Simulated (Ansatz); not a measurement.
The parent structure is GaSb in the zinc blende structure (space group F-43m, No. 216; a = 6.111 Å).

Method: PBEsol/PAW in Ansatz (a program for electronic structure), without spin-orbit coupling.

Base values:

```
Property               Value
-------------------  -------
Lattice parameter a  6.111 Å
```

Modification: Sn takes the place of Sb on all its sites, then cell and atoms are relaxed.

Tabulated Pauling electronegativity and covalent radius: Sb 2.05, 1.39 Å; Sn 1.96, 1.39 Å.

Q: Estimate the effect on the lattice parameter a.

A: The lattice parameter a goes up by 0.0184 Å to 6.130 Å.

No phonon test of stability was made. As relaxed here, GaSn is a hypothetical phase, not in the database extracts checked. The final runs are not spin-polarised.
